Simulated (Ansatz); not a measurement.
The reference is FeS$_{2}$ (space group Pa-3, No. 205; non-magnetic).

FeS$_{2}$ is taken in the cubic space group Pa-3 (No. 205), Pearson symbol cP12. Conventional cell: a = b = c = 5.4035 Å, α = β = γ = 90.00°. Fe on 4a has 6 S at 2.254 Å (octahedral). S on 8c is surrounded by 1 S at 2.197 Å and 3 Fe at 2.254 Å (tetrahedral). (Neighbours: up to the widest gap in distance over summed covalent radii, below 1.35, at either atom; cation-cation and far metal-metal contacts left out.)

All numbers come from plane-wave PAW DFT at the PBE level (Ansatz, a program for electronic structure, 420 eV), no spin-orbit coupling, earlier PAW set.

One change was made to it. Results:

| quantity | base | after |
|---|---|---|
| density | 5.05 g/cm³ | 5.07 g/cm³ |
| electron mass | 0.37 mₑ (at Γ) | 0.36 mₑ (at Γ) |
| width of the top valence band | 0.36 eV | 0.37 eV |

Problem. Which of these changes matches the shifts?
A. pressure 0.7 GPa
B. pressure 5 GPa
C. pressure 3 GPa
D. pressure 7.5 GPa

Solution. A, pressure 0.7 GPa. For comparison, the electron mass in the other runs: pressure 5 GPa gives 0.35 mₑ (at Γ); pressure 7.5 GPa gives 0.34 mₑ (at Γ); pressure 3 GPa gives 0.35 mₑ (at Γ).

Load acts through the strain it causes; cell and atoms are relaxed under it. Masses are band curvatures over ±0.01 Å⁻¹ around the edge. Whether these cells are dynamically stable was not tested. No other phases were tried under pressure. Seeded moments were not kept for the base. All final runs are without spin polarisation.
